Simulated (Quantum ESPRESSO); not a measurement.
## Habitual settings against a tight run: Ca₇Ge (Fm-3m, 8 atoms in the cell)

Self-consistent single point.

```xyz
8
Lattice="0.0000 5.3010 5.3010 5.3010 0.0000 5.3010 5.3010 5.3010 0.0000" Properties=species:S:1:pos:R:3 pbc="T T T"
Ca     2.6505     2.6505     5.3010
Ca     2.6505     2.6505     0.0000
Ca     5.3010     2.6505     2.6505
Ca     0.0000     2.6505     2.6505
Ca     2.6505     5.3010     2.6505
Ca     2.6505     0.0000     2.6505
Ca     5.3010     5.3010     5.3010
Ge     0.0000     0.0000     0.0000
```

Method of the run: PBEsol, PseudoDojo standard norm-conserving (PBESOL) pseudopotentials (plane waves; Quantum ESPRESSO).

Base settings: ecutwfc = 80 Ry; occupations = smearing; smearing = fd; degauss = 0.0073499 Ry; potentials = {Ca: Ca.upf, Ge: Ge.upf}; K_POINTS = automatic 4 4 4 1 1 1; conv_thr = 1e-10 Ry; mixing_beta = 0.4.

Tight run (finer mesh or higher cutoff; not a proven limit): ecutwfc: 80 Ry → 112 Ry; conv_thr: 1e-10 Ry → 7.3e-11 Ry; K_POINTS: automatic 4 4 4 1 1 1 → automatic 6 6 6 1 1 1. It gave Fermi level (on the code's own zero) 5.61 eV; pressure -1.27 GPa.

Quick runs, as changes from the base:
- A: the base itself
- B: ecutwfc: 80 Ry → 40 Ry
- C: ecutwfc: 80 Ry → 64 Ry; smearing: fd → mp; degauss: 0.0073499 Ry → 0.036749 Ry; conv_thr: 1e-10 Ry → 7.3e-06 Ry; K_POINTS: automatic 4 4 4 1 1 1 → automatic 2 2 2 1 1 1
- D: ecutwfc: 80 Ry → 64 Ry; degauss: 0.0073499 Ry → 0.036749 Ry; K_POINTS: automatic 4 4 4 1 1 1 → automatic 6 6 6 1 1 1; potentials: PseudoDojo standard norm-conserving (LDA) [LDA (PW92)]
- E: ecutwfc: 80 Ry → 48 Ry; K_POINTS: automatic 4 4 4 1 1 1 → automatic 6 6 6 1 1 1
- F: smearing: fd → gauss; degauss: 0.0073499 Ry → 0.0147 Ry

Energies are extrapolated to zero smearing width, which holds to low order in the width alone (under cold and Methfessel-Paxton smearing the free energy itself is taken).

Dashes: energy of D, another energy zero.

† marks runs with another functional, U, potentials or spin treatment: their distance from the tight run is not a convergence error alone.

The count of work is k-points × plane waves × bands × iterations; it is no time. Core times come from one kind of shared machine and are given to one figure; runs under 30 s give none.

The starting cell comes from a database of computed structures (which also holds hypothetical and non-ambient phases and stackings), without a prior relaxation at this level. Its lattice was rescaled by a random factor within 2.5 % of one.

| run | energy less tight (meV/atom) | pressure less tight (GPa) | count of work / tight | core time / tight (rough) |
|---|---|---|---|---|
| A | 0.4 | 0.00 | 0.23 | 0.1 |
| B | 4460.3 | -80.33 | 0.083 | 0.05 |
| C | 13.4 | -1.05 | 0.021 | 0.02 |
| D† | – | -1.70 | 0.43 | 0.4 |
| E | 1078.1 | -29.68 | 0.30 | 0.2 |
| F | 0.8 | -0.01 | 0.23 | 0.1 |

Among the runs at the tight run's level, the energy misses run from 0.4 to 4460.3 meV/atom.
